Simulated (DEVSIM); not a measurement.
Structure: abrupt Ge p-n junction, at 300 K.

| layer (left to right) | material | thickness (μm) | Nd (cm⁻³) | Na (cm⁻³) | τn (s) | τp (s) |
|---|---|---|---|---|---|---|
| 1 | Ge | 0.180 | - | 1.1e17 | 0.00092 | 0.00092 |
| 2 | Ge | 0.540 | 9.3e14 | - | 0.00092 | 0.00092 |

Left contact: ohmic. Right contact: ohmic. Voltage is applied to the left contact. Recombination: SRH at mid-gap. Mobility is μmin + (μ − μmin)/(1 + (N/Nref)^α).

Constants are typed, rounded textbook-type inputs, not results; the design itself was drawn at random and stands for no fabricated device. Values at 300 K.

```
parameter           Ge
-------------  -------
gap (eV)         0.664
affinity (eV)        4
permittivity        16
Nc (cm⁻³)      1.04e19
Nv (cm⁻³)         6e18
μn (cm²/Vs)       3900
μp (cm²/Vs)       1900
μn,min             150
μp,min             100
Nref,n          2.6e17
Nref,p            4e17
αn                0.56
αp                 0.6
```

Model (solved in DEVSIM): 1D drift-diffusion, Boltzmann statistics, complete ionisation; no tunnelling, impact ionisation, image-force lowering or self-heating.

The doping Na of layer 1 was swept, all else fixed.

```csv
doping Na of layer 1 (cm^-3),potential step across the device at zero bias (V),dark forward voltage at 100 A/cm² (V),largest field in the device at zero bias (V/cm)
3.3e15,0.229,___,___
1.1e16,0.260,0.175,7500
3.3e16,0.289,0.177,10000
1.1e17,0.320,0.176,17000
3.3e17,0.348,0.175,28000
1.1e18,0.379,0.174,49000
```

Some entries are withheld; supply them.


- 3.3e15, dark forward voltage at 100 A/cm² (V): 0.163
- 3.3e15, largest field in the device at zero bias (V/cm): 5800
